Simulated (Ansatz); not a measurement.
# Pressure series in hypothetical diamond Zn

Base system: Zn in the diamond structure (space group Fd-3m, No. 227; a = 5.8268 Å; a hypothetical phase, not in the database extracts checked).

Cell and atoms are relaxed at each pressure.

Level of theory: plane-wave PAW DFT at the PBE level (Ansatz, a quantum-chemistry and plane-wave program, 420 eV), no spin-orbit coupling.

```tsv
change	density	shortest interatomic distance
base	4.39 g/cm³	2.523 Å
pressure −2 GPa	4.00 g/cm³	2.604 Å
pressure −1 GPa	4.21 g/cm³	2.559 Å
pressure 0.3 GPa	4.44 g/cm³	2.513 Å
pressure 0.7 GPa	4.51 g/cm³	2.501 Å
pressure 1.5 GPa	4.63 g/cm³	2.480 Å
pressure 3 GPa	4.82 g/cm³	2.447 Å
pressure 5 GPa	5.03 g/cm³	2.411 Å
pressure 7.5 GPa	5.26 g/cm³	2.376 Å
pressure 10 GPa	5.46 g/cm³	2.346 Å
```

Load acts through the strain it causes; cell and atoms are relaxed under it. Whether these cells are dynamically stable was not tested. Competing high-pressure phases were not computed.
